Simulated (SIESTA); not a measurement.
SIESTA 5.4.2, DFT, PBE, numerical atomic orbitals DZP, PseudoDojo PBE standard norm-conserving (rewritten from UPF to PSML): a series of growing systems, each on 32 ranks. The k mesh and basis are held over the series and aren't claimed converged, least of all for the small cells.

task: scf
k mesh: 2×2×1
PAO.BasisSize: DZP
PAO.EnergyShift: 0.01 Ry
MeshCutoff: 300 Ry
ElectronicTemperature: 300 K
MaxSCFIterations: 200
SCF.Mixer.Method: Pulay
SCF.Mixer.Weight: 0.25
SCF.Mixer.History: 6
SCF.DM.Tolerance: 0.0001
Diag.ParallelOverK: false
SolutionMethod: diagon (default)
Diag.Algorithm: Divide-and-Conquer (default)
SCF.Mix: Hamiltonian (default)
SCF.H.Tolerance: 0.001 eV (default)
SCF.Mixer.Variant: stable (default)

Machine: one whole node, AMD EPYC (Zen 5), 96 cores on 1 socket, no SMT, 12 L3 cache groups.

Each time is the median wall time of two to five repeats, run one at a time on the otherwise empty machine; start-up is included. Processes are pinned to neighbouring cores unless said otherwise. The build: conda-forge: Open MPI, OpenBLAS, ScaLAPACK, ELSI, no OpenMP; another build can shift the numbers. Scratch files lie in a memory file system.

Measured:

```tsv
system	basis orbitals	electrons	real-space mesh	SCF iterations	wall time	peak memory
MoS2 sheet, 2x2, atoms displaced (Mo4S8), 12 atoms	180	104	60×60×180	15	3.22 s	4.2 GiB
MoS2 sheet, 3x3, atoms displaced (Mo9S18), 27 atoms	405	234	90×90×180	15	5.41 s	4.5 GiB
MoS2 sheet, 4x4, atoms displaced (Mo16S32), 48 atoms	720	416	120×120×180	15	9.96 s	4.9 GiB
```

Still to run:

```csv
system,basis orbitals,electrons,real-space mesh
"MoS2 sheet, 5x5, atoms displaced (Mo25S50), 75 atoms",1125,650,144×144×180
```

Extrapolate to the larger systems: what do they cost?

The two largest measured give a power of ln(9.96/5.41) / ln(48/27) = 1.06 in the count of atoms; the table sets what it predicts beside the runs.

```json
[
 {"system": "MoS2 sheet, 5x5, atoms displaced (Mo25S50), 75 atoms", "time by that power": "16 s", "SCF iterations": "17", "wall time": "19.2 s", "peak memory": "5.3 GiB"}
]
```

From the smallest system to the largest the time grows as the power 1.0 of the count of atoms; from step to step the powers are 0.6, 1.1, 1.5.
